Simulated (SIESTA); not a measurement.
Input and output of a self-consistent single point for TiH₂ (I4/mmm, 3 atoms in the cell) (SIESTA).

Computed with LDA PW92, numerical atomic orbitals TZP, PseudoDojo LDA standard norm-conserving potentials (rewritten from UPF to PSML) (SIESTA).

```xyz
3
Lattice="-1.5965 1.5965 2.1335 1.5965 -1.5965 2.1335 1.5965 1.5965 -2.1335" Properties=species:S:1:pos:R:3 pbc="T T T"
H      0.0000     1.5965     1.0668
H      1.5965     0.0000     1.0668
Ti     0.0000     0.0000     0.0000
```

Reference input (self-consistent single point, DFT, LDA PW92, numerical atomic orbitals TZP, PseudoDojo LDA standard norm-conserving potentials (rewritten from UPF to PSML)): XC.functional = LDA; XC.authors = PW92; potentials = PseudoDojo LDA standard; PAO.BasisSize = TZP; PAO.EnergyShift = 0.01 Ry; MeshCutoff = 400 Ry; kgrid.MonkhorstPack = 12 12 12 shifted by 0.5 0.5 0.5; OccupationFunction = FD; ElectronicTemperature = 50 meV; MaxSCFIterations = 150; SCF.Mixer.Method = Broyden; SCF.Mixer.Weight = 0.1. This run's input differs from it in these lines:

```diff
@@ -33,4 +33,5 @@
 %endblock kgrid.MonkhorstPack
-OccupationFunction           FD
-ElectronicTemperature        50.0 meV
+OccupationFunction           MP
+OccupationMPOrder            0
+ElectronicTemperature        300.0 meV
```

Output, abridged:

```
        iscf     Eharris(eV)        E_KS(eV)     FreeEng(eV)     dDmax    Ef(eV) dHmax(eV)
   scf:    1    -1632.596306    -1645.090395    -1645.140732  1.722739 -4.388888  8.116977
   scf:    2    -1646.774113    -1645.964885    -1646.018119  0.099344 -4.751877  6.199322
   scf:    3    -1647.704004    -1647.260366    -1647.325686  0.327287 -6.041786  0.437392
   scf:    4    -1647.264591    -1647.264094    -1647.328521  0.019906 -5.953288  0.249625
   scf:    5    -1647.269249    -1647.267307    -1647.331565  0.011039 -5.926363  0.079817
   scf:    6    -1647.267892    -1647.267641    -1647.331758  0.003310 -5.911346  0.012985
   scf:    7    -1647.267602    -1647.267621    -1647.331754  0.000306 -5.912215  0.017015
   scf:    8    -1647.267697    -1647.267662    -1647.331765  0.000770 -5.908411  0.001251
   scf:    9    -1647.267652    -1647.267657    -1647.331765  0.000118 -5.908198  0.001116
   scf:   10    -1647.267648    -1647.267653    -1647.331765  0.000092 -5.908122  0.000873
SCF Convergence by DM+H criterion
max |DM_out - DM_in|         :     0.0000917452
max |H_out - H_in|      (eV) :     0.0008725569
SCF cycle converged after 10 iterations

Using DM_out to compute the final energy and forces

siesta: E_KS(eV) =            -1647.2677

siesta: E_KS - E_eggbox =     -1647.2677

siesta: Atomic forces (eV/Ang):
     1    0.000209   -0.000209   -0.000000
     2   -0.000209    0.000209    0.000000
     3   -0.000000   -0.000000   -0.000000
   Tot   -0.000000   -0.000000   -0.000000
   Max    0.000209
   Res    0.000139    sqrt( Sum f_i^2 / 3N )
   Max    0.000209    constrained

Stress tensor Voigt[x,y,z,yz,xz,xy] (kbar):      106.75      106.75       89.47       -0.36       -0.36        0.26
(Free)E + p*V (eV/cell)    -1648.7028
Target enthalpy (eV/cell)    -1647.3318

   [... lines left out ...]
siesta: FreeEng =     -1647.331765
siesta: Cell volume =         21.751564 Ang**3
siesta:        -100.98816876       -100.97180782  kBar
   [... lines left out ...]
              0.333   0.311   0.581   0.260   0.528   0.260   0.167  -0.143

             -0.025  -0.115  -0.025  -0.013   0.169   0.204   0.109   0.204

              0.195

mulliken: Qtot =       14.000

Mulliken Atomic Populations:
Atom #   charge [q] valence [e]  Species
     1    -0.278134    1.278134  H
     2    -0.278134    1.278134  H
     3     0.556269   11.443731  Ti
 Total     0.000000
```

The run converged in 10 iterations. Against the reference run the free energy goes down by 9.0 meV/atom and the pressure goes from -10.35 to -10.10 GPa.

The starting cell comes from a database of published, mostly measured structures (it also holds non-ambient and calculated ones), without a prior relaxation at this level. Spin polarisation is off. Values carry the incompleteness of an atom-centred basis. With a pressure of about -10 GPa the cell is away from its equilibrium volume at this level.

Cost on one core of a shared machine: roughly 60 s.
